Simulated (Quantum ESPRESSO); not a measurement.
Habitual settings against a tight run: NaPt₂ (Fd-3m, 6 atoms in the cell)

Self-consistent single point.

```xyz
6
Lattice="-3.7047 0.0000 3.7047 0.0000 3.7047 3.7047 -3.7047 3.7047 0.0000" Properties=species:S:1:pos:R:3 pbc="T T T"
Na    -3.7047     3.7047     3.7047
Na    -5.5570     5.5570     5.5570
Pt    -0.9262     0.9262     0.9262
Pt    -2.7785     0.9262     2.7785
Pt    -2.7785     2.7785     0.9262
Pt    -0.9262     2.7785     2.7785
```

Computed with LDA (PZ), GBRV 1.5 ultrasoft (LDA) pseudopotentials (plane waves; Quantum ESPRESSO).

Base settings: ecutwfc = 40 Ry; ecutrho = 320 Ry; occupations = smearing; smearing = methfessel-paxton; degauss = 0.0099958 Ry; potentials = {Na: na_lda_v1.5.uspp.F.UPF, Pt: pt_lda_v1.4.uspp.F.UPF}; K_POINTS = automatic 8 8 8 1 1 1; conv_thr = 1e-10 Ry; mixing_beta = 0.7.

Tight run (finer mesh or higher cutoff; not a proven limit): ecutwfc: 40 Ry → 56 Ry; ecutrho: 320 Ry → 448 Ry; conv_thr: 1e-10 Ry → 7.3e-11 Ry; K_POINTS: automatic 8 8 8 1 1 1 → automatic 11 11 11 1 1 1. It gave Fermi level (on the code's own zero) 13.92 eV; pressure -0.06 GPa.

Quick runs, as changes from the base:
- A: the base itself
- B: pseudopotentials: {Na: na_lda_v1.5.uspp.F.UPF, Pt: pt_lda_v1.4.uspp.F.UPF} → {Na: na_pbe_v1.5.uspp.F.UPF, Pt: pt_pbe_v1.4.uspp.F.UPF}; K_POINTS: automatic 8 8 8 1 1 1 → automatic 4 4 4 1 1 1; input_dft: default → pbesol [PBEsol]
- C: ecutwfc: 40 Ry → 24 Ry; ecutrho: 320 Ry → 192 Ry; smearing: methfessel-paxton → gaussian; K_POINTS: automatic 8 8 8 1 1 1 → automatic 1 1 1 1 1 1
- D: ecutwfc: 40 Ry → 20 Ry; ecutrho: 320 Ry → 160 Ry; smearing: methfessel-paxton → marzari-vanderbilt; degauss: 0.0099958 Ry → 0.0147 Ry; K_POINTS: automatic 8 8 8 1 1 1 → automatic 2 2 2 1 1 1
- E: ecutwfc: 40 Ry → 24 Ry; ecutrho: 320 Ry → 192 Ry; K_POINTS: automatic 8 8 8 1 1 1 → automatic 6 6 6 1 1 1
- F: ecutwfc: 40 Ry → 32 Ry; ecutrho: 320 Ry → 256 Ry; conv_thr: 1e-10 Ry → 7.3e-06 Ry; K_POINTS: automatic 8 8 8 1 1 1 → automatic 6 6 6 1 1 1

Energies are extrapolated to zero smearing width, which holds to low order in the width alone (under cold and Methfessel-Paxton smearing the free energy itself is taken).

Dashes: energy of B, another energy zero; time of C, D, under 30 s; pressure of F, not trusted under this conv_thr with d or f elements.

† marks runs with another functional, U, potentials or spin treatment: their distance from the tight run is not a convergence error alone.

The count of work is k-points × plane waves × bands × iterations; it is no time. Core times come from one kind of shared machine and are given to one figure; runs under 30 s give none.

The starting cell comes from a database of computed structures (which also holds hypothetical and non-ambient phases and stackings), without a prior relaxation at this level. Its lattice was rescaled by a random factor within 2.5 % of one. Spin polarisation is off.

```
run  energy less tight (meV/atom)  pressure less tight (GPa)  count of work / tight  core time / tight (rough)
---  ----------------------------  -------------------------  ---------------------  -------------------------
A                            14.6                      -0.48                   0.22                        0.2
B†                              –                       3.77                  0.037                       0.06
C                           639.8                     -71.73                 0.0018                          –
D                          5609.3                    -259.90                 0.0024                          –
E                          1129.5                     -73.88                  0.049                       0.06
F                            37.3                          –                  0.045                       0.06
```

Among the runs at the tight run's level, the energy misses run from 14.6 to 5609.3 meV/atom.
